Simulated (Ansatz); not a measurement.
(Ru,Re) alloys, hexagonal close-packed start, 16-atom cells

Cells and atoms relaxed. Order is of the mixed sites (0 random, negative unlike neighbours favoured); cells of high symmetry are ordered arrangements. Sheared cells and those that changed their type are left out. Enthalpies are against end members in the hexagonal close-packed type.

Computed with PBE (plane waves to 420 eV, PAW; Ansatz, a first-principles code). Scalar-relativistic, without spin–orbit coupling; the runs are not spin-polarised.

| site fractions | space group | order in the first shell | volume (Å³/atom) | mixing enthalpy (meV a site of the first mixed sublattice) |
|---|---|---|---|---|
| (1) Ru 0.125, Re 0.875 | Cm | -0.05 | 14.79 | -28 |
| (2) Ru 0.250, Re 0.750 | P1 | -0.06 | 14.64 | -45 |
| (3) Ru 0.500, Re 0.500 | P-1 | 0.00 | 14.33 | -57 |
| (4) Ru 0.500, Re 0.500 | Pnma | -0.33 | 14.31 | -81 |
| (5) Ru 0.750, Re 0.250 | P1 | -0.06 | 14.05 | -51 |
| (6) Ru 0.875, Re 0.125 | Cm | -0.05 | 13.90 | -31 |
